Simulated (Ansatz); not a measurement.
## ZrRuP (space group P-62m, No. 189; a cell from a computed database, its experimental status unchecked)

ZrRuP is taken in the hexagonal space group P-62m (No. 189), Pearson symbol hP9. Lattice parameters: a = b = 6.407 Å, c = 3.776 Å, α = β = 90.00°, γ = 120.00°. Zr on 3f is coordinated by 5 P at 2.664–2.697 Å and 6 Ru at 2.883–2.990 Å. P1 on 2d sees 3 Ru at 2.471 Å and 6 Zr at 2.697 Å. P2 on 1a sees 6 Ru at 2.452 Å and 3 Zr at 2.664 Å. Ru on 3g is coordinated by 4 P at 2.452–2.471 Å and 2 Ru at 2.710 Å and 6 Zr at 2.883–2.990 Å. (Neighbours: up to the widest gap in distance over summed covalent radii, below 1.35, at either atom; cation-cation and far metal-metal contacts left out.)

Method: PBEsol/PAW in Ansatz (a quantum-chemistry and plane-wave program), no spin-orbit coupling. Settings: 9×9×12 k-points, 0.05 eV Fermi–Dirac smearing.

The volume per atom is 14.91 Å³. The density is 8.29 g/cm³. The band gap is zero and the total energy comes out as -3562.928 eV/atom (σ→0; compares only within this code and set-up).

No phonon test of stability was made. The final runs are not spin-polarised. An odd electron count without spin: ZrRuP.
